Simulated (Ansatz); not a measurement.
CsGeBr3 (within 0.1 Å of R3m, No. 160, 5 atoms in the cell; start mp-642739), treated with PBE0 (Ansatz, a first-principles code, PAW).

Settings: plane-wave cutoff 460 eV, 4×4×4 k mesh, Fermi–Dirac smearing 0.01 eV, scalar-relativistic PAW data made under PBE.

Cell (relaxed with PBEsol):

```cif
data_Br9Cs3Ge3
_chemical_formula_sum 'Cs3 Ge3 Br9'
_space_group_name_H-M_alt 'R3m :H'
_space_group_IT_number 160
_space_group_name_Hall 'R 3 -2"'
_cell_length_a 7.76658
_cell_length_b 7.76658
_cell_length_c 9.66781
_cell_angle_alpha 90.000
_cell_angle_beta 90.000
_cell_angle_gamma 120.000
loop_
_atom_site_label
_atom_site_type_symbol
_atom_site_symmetry_multiplicity
_atom_site_Wyckoff_symbol
_atom_site_fract_x
_atom_site_fract_y
_atom_site_fract_z
_atom_site_occupancy
Cs1 Cs 3 a 0.00000 0.00000 0.89694 1
Ge1 Ge 3 a 0.00000 0.00000 0.37900 1
Br1 Br 9 b 0.16306 0.32612 0.23663 1
```
(The calculation used a cell of 5 atoms; values per cell refer to that cell.)

### Question
Give the computed band gap and direct gap at Γ.

### Answer

- band gap: 1.84 eV (on the SCF k mesh)
- direct gap at Γ: 7.31 eV

Note: cell and atoms aren't relaxed at this level (largest force component 0.17 eV/Å, pressure 1.4 GPa).

Spin–orbit coupling is not included.

The computed numbers hold no vibrational or temperature effects.

It cost about 12 core-minutes (a rough figure) of CPU time.

A start named mp-… is a Materials Project structure, which need not be a measured phase.
